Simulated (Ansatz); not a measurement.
Start from Ag$_{2}$O (space group Pn-3m, No. 224; a = 4.707 Å).

All numbers come from Ansatz (a quantum-chemistry and plane-wave program) PBEsol, no spin-orbit coupling.

One change was made to it. Results:

```
quantity                   base       after
-------------------  ----------  ----------
band gap                   zero     0.12 eV
lattice parameter a  8.894 bohr  8.686 bohr
```

Problem. Which of these changes matches the shifts?
A. pressure −1 GPa
B. pressure 0.3 GPa
C. pressure 7.5 GPa
D. pressure 3 GPa

Solution. C, pressure 7.5 GPa. For comparison, the band gap in the other runs: pressure −1 GPa gives zero; pressure 0.3 GPa gives zero; pressure 3 GPa gives zero.

The mesh was chosen for an insulator and is coarse for the gapless case. Load acts through the strain it causes; cell and atoms are relaxed under it. Stability against distortions was not tested. No other phases were tried under pressure. No Hubbard U is applied, and correlation can decide whether such a compound is a metal. The final runs are not spin-polarised. Gaps under 0.05 eV, about the width of the smearing, are given as zero. The zero or small gap of Ag2O can change with the level of theory.
